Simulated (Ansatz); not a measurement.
Given:

```yaml
crystal:
  lattice:
    - [4.47313, 0.00000, 0.00000]
    - [2.23656, 3.87384, 0.00000]
    - [0.00000, 0.00000, 27.78303]
  atoms:
    - { symbol: Mg, position: [0.66667, 0.16667, 0.27633] }
    - { symbol: Si, position: [0.33333, 0.83333, 0.30058] }
    - { symbol: Mg, position: [0.00000, 0.50000, 0.33635] }
    - { symbol: Mg, position: [0.33333, 0.83333, 0.40075] }
    - { symbol: Si, position: [0.00000, 0.50000, 0.43433] }
    - { symbol: Mg, position: [0.66667, 0.16667, 0.46710] }
    - { symbol: Mg, position: [0.00000, 0.50000, 0.53290] }
    - { symbol: Si, position: [0.66667, 0.16667, 0.56567] }
    - { symbol: Mg, position: [0.33333, 0.83333, 0.59925] }
    - { symbol: Mg, position: [0.66667, 0.16667, 0.66365] }
    - { symbol: Si, position: [0.33333, 0.83333, 0.69942] }
    - { symbol: Mg, position: [0.00000, 0.50000, 0.72367] }
```

No spin polarisation.

Level of theory: PBEsol/PAW in Ansatz (an electronic-structure program), scalar-relativistic without spin-orbit coupling. Settings: 9×9×1 k-points, 0.05 eV Fermi–Dirac smearing. The cell is a slab with vacuum along z.

Predict the smallest direct gap, band gap, valence-band top at Γ and layer's space group.

The smallest direct gap is 1.16 eV and the band gap is 0.38 eV. The valence-band top at Γ (three highest levels, from the VBM) is 0.00, 0.00, -0.21 eV and the layer's space group (with vacuum) is P-3m1 (No. 164).

Gaps are read on the SCF mesh and a high-symmetry path. Whether these cells are dynamically stable was not tested. The cell was made from Mg₂Si (space group Fm-3m, No. 225) by this change: a free-standing slab of 4 layers (12 atoms, 3 a layer) is cut normal to [111], with 15 Å of vacuum and the in-plane cell held at bulk.
